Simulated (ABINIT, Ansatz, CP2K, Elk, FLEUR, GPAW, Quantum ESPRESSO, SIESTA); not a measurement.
## Code comparison for CuI (F-43m, 2 atoms in the cell)

Self-consistent single point, at a second geometry (lattice scaled by 0.98). First geometry:

```xyz
2
Lattice="0.0000 3.0250 3.0250 3.0250 0.0000 3.0250 3.0250 3.0250 0.0000" Properties=species:S:1:pos:R:3 pbc="T T T"
Cu     0.0000     0.0000     0.0000
I      1.5125     1.5125     1.5125
```

Shared settings, as Ansatz (a quantum-chemistry and plane-wave program) writes them: kpoints.mp_grid.grid = 5 5 5; scf.occupations.method = fermi_dirac; scf.occupations.width = 0.01 eV. Potentials and cutoffs stand in the table.

```tsv
code	model	ΔF from the first geometry (meV/atom)	pressure (GPa)	gap on the mesh (eV)	cutoff
Elk	PBE, all-electron FP-LAPW, Elk's shipped species files, LAPW+lo basis	18.5	–	1.295	rgkmax 8
Ansatz	PBE, default PAW files	20.9	3.60	1.306	420 eV
FLEUR	PBE, all-electron FLAPW (FLEUR), scalar-relativistic valence	21.7	–	1.324	Kmax 4.3 1/bohr
Quantum ESPRESSO	PBE, GBRV 1.5 ultrasoft (PBE) pseudopotentials	21.4	3.39	1.293	50 Ry
GPAW	PBE, GPAW PAW datasets PBE (gpaw-data 1.0.1)	28.7	4.37	1.325	850 eV
SIESTA	GGA PBE, numerical atomic orbitals DZP, PseudoDojo PBE standard norm-conserving potentials (rewritten from UPF to PSML)	8.2	2.97	1.935	grid 300 Ry
ABINIT	PBE, PAW (JTH v2.0 PBE PAW)	26.3	4.14	1.294	30 Ha
CP2K	PBE, GPW, TZVP-MOLOPT-SR-GTH basis, GTH-PBE potentials (GTH_POTENTIALS)	33.9	5.08	1.299	grid 600 Ry
```

A dash marks a value that a program does not give, or that is left out as unsure.

Gaps are read on the mesh.

On Ansatz's run: spin-orbit coupling is off.

The spread over the programs that give each value: ΔF from the first geometry within 25.7 meV/atom; pressure within 2.11 GPa; gap on the mesh within 0.642 eV.

SIESTA and CP2K use small atom-centred bases, whose incompleteness enters pressures, forces and empty levels differently from a plane-wave cutoff. Elk and FLEUR treat all electrons, but the usual bases taken here (sphere radii, linearisation, local orbitals, empty states) were not tested for convergence, so the values are no reference for the others. Ansatz's pressure is given at a fixed set of plane waves, as the other plane-wave codes print theirs; with its correction for the finite basis it is 3.64 GPa. In the pressure, CP2K (by 1.21) lies more than 1 GPa from the median of the plane-wave programs. In the gap, SIESTA (by 0.635) lies more than 0.12 eV from the median of the plane-wave programs.

The starting cell has typed, rounded lattice constants, without a prior relaxation at this level. For this run, on top of that: lattice scaled by 0.98.

Keys are those of Ansatz 0.2.
